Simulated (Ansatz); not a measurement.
## HfO2 (P4₂/nmc, No. 137, 6 atoms in the cell; start mp-1018721; high-temperature phase)

Computed with r²SCAN-D4 (Ansatz, an electronic-structure program, PAW).

Settings: plane-wave cutoff 500 eV, 12×12×8 k mesh (along the axes of the cell as run), gaussian smearing 0.02 eV, scalar-relativistic PAW data made under PBE.

Cell (relaxed at this level):

HfO2 is taken in the tetragonal space group P4₂/nmc, origin choice 1 (No. 137), Pearson symbol tP6. Lattice parameters: a = 3.571 Å, b = 3.571 Å, c = 5.189 Å, α = 90.00°, β = 90.00°, γ = 90.00°. Hf on 2a is coordinated by 4 O at 2.058 Å and 4 O at 2.379 Å. O on 4d is surrounded by 2 Hf at 2.058 Å and 2 Hf at 2.379 Å (tetrahedral). (Neighbours: up to the widest gap in distance over summed covalent radii, below 1.35, at either atom; cation-cation and far metal-metal contacts left out.)

```yaml
band_gap: 5.27 eV (on the SCF k mesh)
```

Note: the relaxation could not lower the start's symmetry, so the cell can be a saddle point above a distorted one.

Spin–orbit coupling is not included.

Computed values are for the static lattice.

Computing time: very roughly 4 core-minutes.

A start named mp-… is a Materials Project structure, which need not be a measured phase.
